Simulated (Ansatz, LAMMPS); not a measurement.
Stishovite (SiO2): properties by level of theory

Reference values: lattice constant a 4.179 Å (measured, room temperature, not corrected to a static lattice; as tabulated in Hiroi (2015), arXiv:1503.02262); lattice parameter c 2.665 Å (measured, room temperature, no zero-point or thermal correction; as tabulated in Hiroi (2015), arXiv:1503.02262).

```tsv
level (code)	equilibrium lattice constant a (Å)	c axis length (Å)
ionic model teter-deng-du (rigid ions, LAMMPS)	4.301	2.683
Vashishta SiO.1994.vashishta (LAMMPS)	4.499	3.231
PBEsol (Ansatz)	4.195	2.678
```

Differences from the reference values (errors of the level alone only where the reference is corrected to a static lattice):

```csv
level,lattice constant a (%),lattice parameter c (%)
ionic model teter-deng-du,+2.92,+0.68
Vashishta SiO.1994.vashishta,+7.66,+21
PBEsol,+0.38,+0.49
```

Nearest: lattice constant a, not ranked (reference at room or unstated temperature); lattice parameter c, not ranked (reference at room or unstated temperature). Empirical potentials aren't ranked on values they can be fitted to.

Empirical potentials (Vashishta SiO.1994.vashishta, ionic model teter-deng-du) are fitted to chosen data: where that held the value shown, agreement is built in, and what lay outside the fit can be far off.

Caveats: the cell has another shape than the first-principles one, perhaps another minimum in the same group (Vashishta SiO.1994.vashishta); the cell moved over 20 % in volume from its start (Vashishta SiO.1994.vashishta). Ansatz's density-functional and Hartree–Fock values are scalar-relativistic unless marked +SOC, with PAW data made under PBE.

Differences are worked out from the printed values.

Computed values are for the static lattice.

Ansatz is a first-principles code.
